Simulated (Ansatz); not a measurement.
PbS, response to strain

The parent structure is PbS in the rock salt structure (space group Fm-3m, No. 225; a = 5.903 Å). Axes: x, y, z lie along the cube axes.

Strains are applied to the cell and any free atomic positions relax; under biaxial strain the out-of-plane vector relaxes too; under stress the whole cell relaxes.

Computed with PBEsol/PAW in Ansatz (a first-principles code), no SOC, earlier PAW set.

Notes on the quantities. energy relative to the base: free energy F.

| change | band gap | gap character | energy relative to the base | shortest interatomic distance |
|---|---|---|---|---|
| base | 0.20 eV | direct at L | 0 meV/atom | 2.951 Å |
| biaxial strain −0.66 %, plane normal [001], relaxed out of plane | 0.15 eV | direct at N | +1.1 meV/atom | 2.932 Å |
| isotropic strain +0.58 % | 0.27 eV | direct at L | +1.4 meV/atom | 2.969 Å |
| isotropic strain +3.33 % | 0.53 eV | direct at L | +43 meV/atom | 3.050 Å |
| uniaxial stress, 1 GPa compression along x | 0.18 eV | direct at N | +0.5 meV/atom | 2.932 Å |

Spin-orbit coupling, missing from the scalar runs, can matter with Pb. Stability under load was not tested beyond the relaxation. The zero or small gap of PbS can change with the level of theory. k-point labels follow each cell's own Brillouin zone.
